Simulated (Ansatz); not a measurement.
**How the band gap of SrTaNO2 (Ama2, No. 40, 20 atoms in the cell; start mp-2583419) moves with the method**

No measured value is used here.

```csv
level (code),value (eV)
LDA (Ansatz),1.10
PBEsol+SOC (Ansatz),1.08 (indirect)
HSE06 (Ansatz),…
```

**Question.** Complete the blanks.

**Answer.** 
- HSE06 (Ansatz, a quantum-chemistry and plane-wave program), value (eV): 2.21

Computed values are for a static lattice. Levels without +SOC have no spin–orbit coupling; where heavier elements are present it shifts gaps, mostly down, and can invert bands.  Values are at the PBEsol cell. Cutoffs and k meshes differ between the levels. Ansatz's density-functional and Hartree–Fock values are scalar-relativistic unless marked +SOC, with PAW data made under PBE.

A start named mp-… is a Materials Project structure, which need not be a measured phase.
